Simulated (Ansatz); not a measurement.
## How the lattice parameter c of InAs (model structure, started from the BeO type, P4₂/mnm, No. 136, 8 atoms in the cell) moves with the method

No measured value is used here.

```json
[
 {"level (code)": "LDA (Ansatz)", "value (Å)": "4.267"},
 {"level (code)": "PBE (Ansatz)", "value (Å)": "4.376"},
 {"level (code)": "PBEsol (Ansatz)", "value (Å)": "4.309"},
 {"level (code)": "PBE-D3(BJ) (Ansatz)", "value (Å)": "4.338"},
 {"level (code)": "r²SCAN (Ansatz)", "value (Å)": "4.326"}
]
```

Cutoffs differ between the levels. Ansatz's density-functional and Hartree–Fock values are scalar-relativistic unless marked +SOC, with PAW data made under PBE.

A model structure was made by putting elements into a prototype or built by hand; it is no filed structure, need not be a known phase, and can be a saddle point held by its symmetry.

Ansatz is a quantum-chemistry and plane-wave program.
